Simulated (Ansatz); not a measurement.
An Ansatz (an electronic-structure program) run: TiSi2 with a change (uniaxial strain ε_zz = −2.81 %); Ansatz, PBE, PAW, cutoff 420 eV, no spin-orbit coupling.

Input:

Ansatz 0.2 input:
```yaml
crystal:
  lattice:
    - [1.7730716297, -6.7816969586, 0]
    - [1.7730716297, 6.7816969586, 0]
    - [0, 0, 3.4792496683]
  atoms:
    - { symbol: Si, position: [0.9408258587, 0.0591741413, 0.75] }
    - { symbol: Si, position: [0.0591741413, 0.9408258587, 0.25] }
    - { symbol: Si, position: [0.2502806823, 0.7497193177, 0.75] }
    - { symbol: Si, position: [0.7497193177, 0.2502806823, 0.25] }
    - { symbol: Ti, position: [0.6031868401, 0.3968131599, 0.75] }
    - { symbol: Ti, position: [0.3968131599, 0.6031868401, 0.25] }
basis: { ecutwfc: 420, ecutrho_ratio: 4, xc_grid: 2, fft_grid_basis: typed }
kpoints: { mp_grid: { grid: [14, 14, 13] } }
hamiltonian:
  xc: pbe
  dispersion: none
  pseudopotentials: { kind: paw }
scf: { occupations: { method: fermi_dirac, width: 0.05 }, convergence: { dr2_threshold: 0.0000000006 } }
relax: { f_tol: 0.005, max_steps: 50 }
output: { forces: true, stress: true }
checkpoint: { write: state.ck, write_every: 1000 }
```

Output (explanatory and most iteration lines left out):

```
Relaxation: its limit of steps is 50 (relax.max_steps)
Pseudopotential: Si, paw, valence charge 4
Pseudopotential: Ti, paw, valence charge 12
Crystal: 6 atoms, lattice volume = 83.672 Å³
Basis set: ecut = 420 eV, 1641 PW (Γ), exchange–correlation on 96×96×48 points (8 copies of the dense FFT grid, shifted against one another)
Bands: 26, of which v1, the nominal top of the filled ones, is band 20 counted from 1 (19 counted from 0)
Symmetry: 8 space group operations
Space group: Cmcm (ITA 63), of the structure as read, at distance tolerance 4.4e-5 Å
k-points: 399 of 2548
Functional: x = pbe(κ = 0.804, μ = 0.2195149727645171), c = pbe(β = 0.06672455060314922)
SCF iter   1: F=—  HF=-7545.908274 eV  |F-HF|=—  |Δ(HF+E_count)|=         —  Δρ=5.66e-3  dr2=4.21e-2  ethr=1.77e-3  ⟨swp⟩=6.4  Hψ=53051  notcnv=0
SCF iter   2: F=—  HF=-7545.904109 eV  |F-HF|=—  |Δ(HF+E_count)|=   4.16e-3  Δρ=2.42e-3  dr2=8.21e-3  ethr=1.05e-4  ⟨swp⟩=2.0  Hψ=15833  notcnv=0  defer=54
SCF 1 converged in 8 iterations: F = -7545.903415 eV  dr2 = 8.07e-11
relax step   1: F+E_penalty+E_count = -7545.90341461 eV  Δ(F+E_penalty+E_count) = +0.000e0 eV  max|allowed force component| = 1.253e-1 eV/Å  Δτ_max = 0.0000 Å  (8 SCF iters, accepted)
Crystal: 6 atoms, lattice volume = 83.672 Å³
SCF iter   1: F=—  HF=-7545.905034 eV  |F-HF|=—  |Δ(HF+E_count)|=         —  Δρ=3.78e-4  dr2=2.79e-4  ethr=6.58e-7  ⟨swp⟩=2.0  Hψ=33826  notcnv=0  defer=68
SCF iter   2: F=—  HF=-7545.904992 eV  |F-HF|=—  |Δ(HF+E_count)|=   4.16e-5  Δρ=2.25e-4  dr2=1.14e-4  ethr=6.58e-7  ⟨swp⟩=1.1  Hψ=10345  notcnv=0  defer=68
SCF 2 converged in 6 iterations: F = -7545.904946 eV  dr2 = 2.86e-10
relax step   2: F+E_penalty+E_count = -7545.90494600 eV  Δ(F+E_penalty+E_count) = -1.531e-3 eV  max|allowed force component| = 6.004e-2 eV/Å  Δτ_max = 0.0061 Å  (6 SCF iters, accepted)
Crystal: 6 atoms, lattice volume = 83.672 Å³
SCF iter   1: F=—  HF=-7545.905392 eV  |F-HF|=—  |Δ(HF+E_count)|=         —  Δρ=4.07e-4  dr2=3.71e-4  ethr=5.07e-6  ⟨swp⟩=2.0  Hψ=23824  notcnv=0  defer=69
SCF iter   2: F=—  HF=-7545.905350 eV  |F-HF|=—  |Δ(HF+E_count)|=   4.19e-5  Δρ=2.22e-4  dr2=1.29e-4  ethr=9.27e-7  ⟨swp⟩=1.0  Hψ=13569  notcnv=0  defer=66
SCF 3 converged in 6 iterations: F = -7545.905306 eV  dr2 = 3.52e-10
relax step   3: F+E_penalty+E_count = -7545.90530625 eV  Δ(F+E_penalty+E_count) = -3.602e-4 eV  max|allowed force component| = 2.504e-2 eV/Å  Δτ_max = 0.0046 Å  (6 SCF iters, accepted)
Crystal: 6 atoms, lattice volume = 83.672 Å³
SCF iter   1: F=—  HF=-7545.905408 eV  |F-HF|=—  |Δ(HF+E_count)|=         —  Δρ=2.23e-4  dr2=2.85e-4  ethr=9.20e-7  ⟨swp⟩=2.0  Hψ=21645  notcnv=0  defer=66
SCF iter   2: F=—  HF=-7545.905382 eV  |F-HF|=—  |Δ(HF+E_count)|=   2.66e-5  Δρ=1.39e-4  dr2=1.24e-4  ethr=7.13e-7  ⟨swp⟩=1.0  Hψ=13566  notcnv=0  defer=66
SCF 4 converged in 6 iterations: F = -7545.905339 eV  dr2 = 1.98e-10
relax step   4: F+E_penalty+E_count = -7545.90533915 eV  Δ(F+E_penalty+E_count) = -3.290e-5 eV  max|allowed force component| = 9.363e-3 eV/Å  Δτ_max = 0.0021 Å  (6 SCF iters, accepted)
Crystal: 6 atoms, lattice volume = 83.672 Å³
SCF iter   1: F=—  HF=-7545.905371 eV  |F-HF|=—  |Δ(HF+E_count)|=         —  Δρ=6.25e-5  dr2=2.28e-5  ethr=6.78e-7  ⟨swp⟩=1.8  Hψ=17871  notcnv=0  defer=66
SCF iter   2: F=—  HF=-7545.905348 eV  |F-HF|=—  |Δ(HF+E_count)|=   2.29e-5  Δρ=3.99e-5  dr2=1.01e-5  ethr=5.69e-8  ⟨swp⟩=1.0  Hψ=13566  notcnv=0  defer=66
SCF 5 converged in 6 iterations: F = -7545.905346 eV  dr2 = 1.54e-11
relax step   5: F+E_penalty+E_count = -7545.90534584 eV  Δ(F+E_penalty+E_count) = -6.691e-6 eV  max|allowed force component| = 4.352e-5 eV/Å  Δτ_max = 0.0006 Å  (6 SCF iters, accepted)
SCF converged after 6 iterations
Free energy (F): -7545.905346 eV
Internal energy: -7545.892940 eV  (E = F + TS)
E sigma→0 (E₀):  -7545.899143 eV
Entropy (-TS):   -0.012406 eV (-2.068 meV/atom)
Fermi energy:    13.224522 eV
--- Forces (eV/Å), atoms counted from 1 ---
  atom   1  Si     0.00000000     0.00004352    -0.00000000
  atom   2  Si     0.00000000    -0.00004352     0.00000000
  atom   3  Si     0.00000000     0.00002984     0.00000000
  atom   4  Si     0.00000000    -0.00002984    -0.00000000
  atom   5  Ti     0.00000000     0.00000144     0.00000000
  atom   6  Ti     0.00000000    -0.00000144    -0.00000000
--- Stress (GPa, compression-positive) ---
        3.227303       0.000000       0.000000
        0.000000       1.791398       0.000000
        0.000000       0.000000       9.151178
  P = ⅓ Tr σ = 4.7233 GPa (47.233 kbar)
--- Relaxed structure (5 steps of the walk, 5 accepted, 0 SCFs on fresh bases) ---
  atoms:
    - { symbol: Si, position: [0.9401263346240253, 0.059873665375974716, 0.7500000000000001] }
    - { symbol: Si, position: [0.059873665375974716, 0.9401263346240253, 0.25] }
    - { symbol: Si, position: [0.24953838294596026, 0.7504616170540397, 0.7500000000000001] }
    - { symbol: Si, position: [0.7504616170540397, 0.24953838294596026, 0.25] }
    - { symbol: Ti, position: [0.6032071723223142, 0.3967928276776857, 0.7500000000000001] }
    - { symbol: Ti, position: [0.3967928276776857, 0.6032071723223142, 0.25] }
```

Without a gap, meshes like the base's 14×14×13 leave anisotropic stresses uncertain by several tenths of a GPa, and small strain energies with them. Whether these cells are dynamically stable was not tested. The final runs are not spin-polarised. The cell was made from TiSi2 (space group Cmcm, No. 63) by this change: uniaxial strain ε_zz = −2.81 %.
